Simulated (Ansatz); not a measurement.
The parent structure is Rb in the bcc (W type) structure (space group Im-3m, No. 229).

```yaml
crystal:
  lattice:
    - [-2.87447, 2.87447, 2.87447]
    - [2.87447, -2.87447, 2.87447]
    - [2.87447, 2.87447, -2.87447]
  atoms:
    - { symbol: Rb, position: [0.00000, 0.00000, 0.00000] }
```

Method: r2SCAN/PAW in Ansatz (an electronic-structure program), no spin-orbit coupling, earlier PAW set.

For the base:

```
Item                  Result
-------------------  -------
Lattice parameter a  5.749 Å
```

Perturbation: Sr takes the place of Rb on all its sites; the structure is relaxed again.

### Question
What happens to the lattice parameter a?

### Answer
The lattice parameter a drops by 0.934 Å (5.749 Å → 4.815 Å).

Whether these cells are dynamically stable was not tested. This is not the structure that Sr has at room temperature and ambient pressure.
